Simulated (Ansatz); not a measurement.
Here is the system:

```xyz
2
Lattice="0.0000 2.8465 2.8465 2.8465 0.0000 2.8465 2.8465 2.8465 0.0000" Properties=species:S:1:pos:R:3 pbc="T T T"
Ga     0.0000     0.0000     0.0000
As     1.4232     1.4232     1.4232
```

Method: r2SCAN with spin-orbit coupling, rigid bands (plane waves, PAW; Ansatz, a program for electronic structure). Condition of this run: hydrostatic pressure of -1.2 GPa (compression positive) (the target of the relaxation). Cell: cell and atoms relaxed with PBEsol, then loaded as said.

Problem. Predict the hole conductivity mass (n e² τ/σ) at 300 K, by direction if it differs.

Solution. 0.41 mₑ.

Problem. What conductivity effective mass do dilute electrons have at 300 K?

Solution. 0.052 mₑ.

Problem. And the band gap?

Solution. 0.75 eV at this level; semilocal functionals usually fall short of the measured gap.

Rigid bands, one relaxation time for all states, no polarons. Geometry: cell and atoms relaxed with PBEsol.
